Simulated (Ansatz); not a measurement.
Data:

End structure of a constructed model of the (111) surface of fcc Ir, p(2x2) surface alloy, Al on one Ir site of the top plane (bottom of the slab: a bare face, its two planes held):

```
CELL_PARAMETERS angstrom
      5.47440     0.00000     0.00000
     -2.73720     4.74097     0.00000
      0.00000     0.00000    27.50000
ATOMIC_POSITIONS crystal
  Ir 0.16667 0.83333 0.29737
  Ir 0.16667 0.33333 0.29737
  Ir 0.66667 0.83333 0.29737
  Ir 0.66667 0.33333 0.29737
  Ir 0.33333 0.66667 0.37864
  Ir 0.33333 0.16667 0.37864
  Ir 0.83333 0.66667 0.37864
  Ir 0.83333 0.16667 0.37864
  Ir 0.50018 0.49982 0.45920
  Ir 0.50018 0.00036 0.45920
  Ir 0.99964 0.49982 0.45920
  Ir 0.00000 0.00000 0.45914
  Ir 0.66667 0.33333 0.53981
  Ir 0.66701 0.83350 0.54100
  Ir 0.16650 0.33299 0.54100
  Ir 0.16650 0.83350 0.54100
  Ir 0.83410 0.16590 0.62188
  Ir 0.83410 0.66820 0.62188
  Ir 0.33180 0.16590 0.62188
  Ir 0.33333 0.66667 0.62267
  Al 0.00000 0.00000 0.70500
  Ir 0.00177 0.50089 0.70107
  Ir 0.49911 0.99823 0.70107
  Ir 0.49911 0.50089 0.70107
```

Model: 24-atom slab, 11.1 Å thick at the start, 8x8x1 mesh, Fermi-Dirac 0.1 eV, dipole correction, 8 atoms held, the rest relaxed; start symmetry kept, larger cells not searched; no spin, no spin-orbit, no U. It is one candidate, not shown to be the stable structure of the face.

**Question.** Estimate the work function of the top face that Ansatz (a quantum-chemistry and plane-wave program) with PBE returns for this input.

**Answer.** 5.24 eV
